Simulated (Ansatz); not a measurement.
Cost and result by functional for the surface energy of the (21-32) surface of hcp Hf in its 1x1 cell, outermost plane spacing 0.32 Å in the ideal cut (one of several cuts of this face), in Ansatz (plane waves, PAW). Single points on the PBE structure, on one kind of machine; costs are rough ratios of the slab run's core time (references not counted) to the cheapest single point. r2SCAN's cost holds its higher cutoff (500 against 420 eV). Differences are taken against r2SCAN for comparison alone: no measured value is at hand, so the table doesn't rank accuracy.

Slab: 22 atoms, 10.0 Å thick at the start (thin: gaps and levels are the slab's own); k 7x5x1, smearing 0.1 eV, dipole-corrected; all atoms relaxed; start symmetry kept, larger cells not searched; no spin, no spin-orbit, no U. These notes are the PBE run's.

```tsv
functional	relative cost	surface energy (J/m²)	less r2SCAN (J/m²)
RPBE	1	1.81	-0.31
LDA	1	2.13	0.01
PBEsol	1	2.09	-0.03
r2SCAN	2	2.12	0.00
PBE (the relaxed run's value)	–	1.92	-0.19
```

The values span 0.32 J/m², while the single points' costs differ by a factor of roughly 2. Differences are of unrounded values.

Ansatz is a first-principles code.
